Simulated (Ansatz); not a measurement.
**ZnS (model structure, started from the BN type, Pm-3n, No. 223, 12 atoms in the cell)**

These are r²SCAN (Ansatz, a program for electronic structure, plane waves, PAW) values and carry that method's errors.

Run with plane-wave cutoff 560 eV, 6×6×6 k mesh, Fermi–Dirac smearing 0.01 eV, scalar-relativistic PAW data made under PBE.

Cell (relaxed at this level):

```
CELL_PARAMETERS angstrom
      6.63852     0.00000     0.00000
      0.00000     6.63852     0.00000
      0.00000     0.00000     6.63852
ATOMIC_POSITIONS crystal
  Zn 0.25000 0.00000 0.50000
  Zn 0.50000 0.25000 0.00000
  Zn 0.50000 0.75000 0.00000
  Zn 0.75000 0.00000 0.50000
  Zn 0.00000 0.50000 0.75000
  Zn 0.00000 0.50000 0.25000
  S  0.25000 0.50000 0.00000
  S  0.00000 0.25000 0.50000
  S  0.00000 0.75000 0.50000
  S  0.75000 0.50000 0.00000
  S  0.50000 0.00000 0.75000
  S  0.50000 0.00000 0.25000
```

For ZnS (model structure, started from the BN type, Pm-3n, No. 223, 12 atoms in the cell), the band gap comes out as 2.57 eV (direct).

Note: the relaxation could raise the start's symmetry but not lower it, so the cell can be a saddle point.

Computed values are for the static lattice.

A model structure was made by putting elements into a prototype or built by hand; it is no filed structure, need not be a known phase, and can be a saddle point held by its symmetry.
